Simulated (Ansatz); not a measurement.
Seebeck coefficient (μV/K, mean over directions) of n-type Si (Fd-3m) against carrier density, Ansatz (an electronic-structure program) with PBEsol, rigid bands. Computed gap 0.47 eV; densities at which minority carriers matter at this gap, or further valleys turn the trend, are left out. Conductivity mass 0.28 mₑ (harmonic mean over directions), N_c = 3.0e19 cm⁻³ at 300 K.

```
electron density  300 K
----------------  -----
1e17 cm⁻³          -703
1e18 cm⁻³             …
3e18 cm⁻³          -410
1e19 cm⁻³             …
3e19 cm⁻³          -220
1e20 cm⁻³             …
3e20 cm⁻³           -80
1e21 cm⁻³           -47
```

### Question
What belongs in the gaps?

### Answer

- 1e18 cm⁻³, 300 K: -504
- 1e19 cm⁻³, 300 K: -309
- 1e20 cm⁻³, 300 K: -134

Rigid bands with a gap fixed in temperature, one relaxation time for all states, no polarons or phonon drag, and whether or not such doping can be reached. Spin-orbit coupling is left out.
